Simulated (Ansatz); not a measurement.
# PbSe in the rock salt structure (space group Fm-3m, No. 225)

```
CELL_PARAMETERS angstrom
      0.00000     3.10883     3.10883
      3.10883     0.00000     3.10883
      3.10883     3.10883     0.00000
ATOMIC_POSITIONS crystal
  Se 0.00000 0.00000 0.00000
  Pb 0.50000 0.50000 0.50000
```

Calculations: PBE (Ansatz, a program for electronic structure; PAW; 420 eV plane waves; spin-orbit coupling left out), earlier PAW set. Settings: 9×9×9 k-points, 0.05 eV Fermi–Dirac smearing.

```yaml
volume_per_atom: 30.05 Å³
density: 7.91 g/cm³
band_gap: 0.44 eV, direct at L
electron_mass: 0.15 mₑ along k, 0.12 mₑ across
hole_mass: 0.19 mₑ along k, 0.12 mₑ across
Lowest conduction-band minima above the VBM: L along ⟨111⟩ 0.44 eV; a point along ⟨110⟩, about 0.6 Å⁻¹ from Γ 1.23 eV
total_energy: -8689.526 eV/atom (σ→0; compares only within this code and set-up)
```

Spin-orbit coupling, missing from the scalar runs, can matter with Pb. Effective masses come from finite differences of ±0.01 Å⁻¹. Along k means along the line from Γ to the band edge. No phonon test of stability was made.
